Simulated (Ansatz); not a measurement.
For CdS (model structure, started from the BeO type, P4₂/mnm, No. 136, 8 atoms in the cell), PBE-D3(BJ) (PAW; Ansatz, an electronic-structure program) gives:

| Property | Value |
|---|---|
| equilibrium lattice constant a | 7.090 Å |
| c axis length | 4.192 Å |
| cohesive energy | 2.81 eV/atom |

Problem. What does r²SCAN+rVV10 (plane waves, PAW; Ansatz) give for the same quantities?

Solution. 
- lattice constant a: 7.076 Å (decreases by 0.2 %)
- lattice parameter c: 4.197 Å (grows by 0.1 %)
- cohesive energy: 2.94 eV/atom (increases by 0.13 eV/atom)

Changes are worked out from the printed values.

Unless a cell is named, each level is at its own relaxed cell (PBE-D3(BJ) 26.35, r²SCAN+rVV10 26.26 Å³/atom).

Ansatz's density-functional and Hartree–Fock values are scalar-relativistic unless marked +SOC, with PAW data made under PBE.

A model structure was made by putting elements into a prototype or built by hand; it is no filed structure, need not be a known phase, and can be a saddle point held by its symmetry.
